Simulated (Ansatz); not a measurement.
## Li on the 1x1 (0001) surface of corundum (cut with top plane Al), one in a 1x1 cell, started at the site 'over Al at depth 1.2 Å'

Host crystal: corundum, with a band gap (PBE, scalar-relativistic without spin-orbit coupling).

Computed with PBE (plane waves to 420 eV, PAW; Ansatz, a program for electronic structure).

Model: 21-atom slab, 6.7 Å thick at the start under the adsorbate (thin: gaps and levels are the slab's own), 6x6x1 mesh, Fermi-Dirac 0.01 eV, dipole correction, 9 atoms held, the rest relaxed; symmetry of the start imposed; spin-polarised, ending with about 0.1 μB a cell, a value that depends on the mesh; orders that need a larger cell were not tried, no spin-orbit, no U, no dispersion correction. The slab shows no gap over 0.04 eV on its mesh. At the end it is bonded to 4 Al + 3 O. In PBE it is, or lies within 0.03 eV of, the lowest of the starts that converged.

The adsorption energy against an atom of bcc Li is -0.47 eV, the work function of the top face is 3.78 eV and the change of the step from the bottom to the top vacuum level, against the clean slab is 0.44 eV. The energy released by relaxation comes out as 0.77 eV, the height of the binding atom over the mean of the host atoms within 0.3 Å of the top one is 0.739 Å and the nearest host atoms of the binding atom comes out as O at 1.97 Å, O at 1.97 Å, O at 1.97 Å. The largest move of a host atom is 0.45 Å and the caution comes out as the clean host was not checked against rearrangement in a larger or rattled cell. The cost is roughly 4 core-minutes.

A negative adsorption energy means that the adsorbate is more stable on the surface than in its reference.
